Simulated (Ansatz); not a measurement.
## PtIn₂ (Fm-3m, No. 225, 3 atoms in the cell; start mp-22682)

These are PBEsol (plane waves, PAW; Ansatz, an electronic-structure program) values and carry that method's errors.

Run with plane-wave cutoff 520 eV, 16×16×16 k mesh, Fermi–Dirac smearing 0.05 eV, scalar-relativistic PAW data made under PBE.

Cell (relaxed at this level):

In₂Pt is taken in the cubic space group Fm-3m (No. 225), Pearson symbol cF12. Lattice parameters: a = 6.372 Å, b = 6.372 Å, c = 6.372 Å, α = 90.00°, β = 90.00°, γ = 90.00°. In on 8c has 4 Pt at 2.759 Å and 6 In at 3.186 Å. Pt on 4a is coordinated by 8 In at 2.759 Å (cubic). (Neighbours: up to the widest gap in distance over summed covalent radii, below 1.35, at either atom.)
(The calculation used a cell of 3 atoms; values per cell refer to that cell.)

```json
{
 "band_gap": "none",
 "bulk_modulus": "109 GPa"
}
```

Note: the relaxation could not lower the start's symmetry, so the cell can be a saddle point above a distorted one; the bulk modulus is −V dP/dV from two relaxed cells at ±2 % in volume.

Spin–orbit coupling is not included.

The computed numbers hold no vibrational or temperature effects.

A start named mp-… is a Materials Project structure, which need not be a measured phase.
